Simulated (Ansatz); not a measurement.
Polymorphs of CaSi$_{2}$, PBEsol, DFPT electron-phonon coupling, linearised Boltzmann equation in Ansatz (an electronic-structure program); geometry: relaxed with this functional, without spin-orbit coupling.
- P-3m1, primitive cell of 3: a = b = 3.875 Å, c = 4.797 Å, α = β = 90.00°, γ = 120.00°
- R-3m, primitive cell of 3: a = b = c = 5.6650 Å, α = β = γ = 39.30°

| Space group | volume per atom (Å³) | resistivity at 300 K |
|---|---|---|
| P-3m1 | 20.8 | ? |
| R-3m | 21.9 | ? |

Question: Some entries are withheld; supply them.

Answer: 
- P-3m1, resistivity at 300 K: 23 μΩ·cm
- R-3m, resistivity at 300 K: 33 μΩ·cm

Metals; harmonic phonons alone scatter; means over directions. Halving the electron mesh moves these values by up to 11 %; q meshes are mostly untested. Some of the runs warned that the eigensolver left states short of its tolerance. Spin-orbit coupling is left out.

Formula and space group known from diffraction (Crystallography Open Database), not checked to be the room-temperature form: CaSi2 (P-3m1). Computed structure with no diffraction record at hand here (it may be known, metastable or hypothetical): CaSi2 (R-3m).
